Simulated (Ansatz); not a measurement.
**Pressure series in Se**

The reference is Se (space group P3_121, No. 152; made of chains).

```
CELL_PARAMETERS angstrom
      4.50658     0.00000     0.00000
     -2.25329     3.90281     0.00000
      0.00000     0.00000     4.98884
ATOMIC_POSITIONS crystal
  Se 0.21689 0.00000 0.83333
  Se 0.00000 0.21689 0.16667
  Se 0.78311 0.78311 0.50000
```

Cell and atoms are relaxed at each pressure.

Levels (all Ansatz, a first-principles code, PAW, earlier PAW set): r2SCAN (500 eV, no SOC); HSE06 (420 eV, no spin-orbit coupling); HSE06+SOC (420 eV, with spin-orbit coupling).

Band gaps by level, all at the geometries relaxed with r2SCAN:

```
case               r2SCAN    HSE06  HSE06+SOC
----------------  -------  -------  ---------
base              1.33 eV  1.87 eV    1.85 eV
pressure 0.9 GPa  1.13 eV  1.63 eV    1.60 eV
pressure 2.1 GPa  0.94 eV  1.40 eV    1.37 eV
pressure 4.5 GPa  0.65 eV  1.06 eV    1.00 eV
pressure 9 GPa    0.33 eV  0.70 eV    0.59 eV
```

Single points use the geometry relaxed with r2SCAN. The hybrid gap comes from the SCF mesh plus the semilocal run's edge points and a few special points and is an upper bound. From pressure 9 GPa on, the axis ratios lie over 15 % from the base's, so the cell there is far from its starting form. Differences between runs with and without spin-orbit coupling are approximate. Load acts through the strain it causes; cell and atoms are relaxed under it. Stability against distortions was not tested. Competing high-pressure phases were not computed. No dispersion term is included, though the crystal is made of layers, chains or molecules, so its spacings can come out too wide.
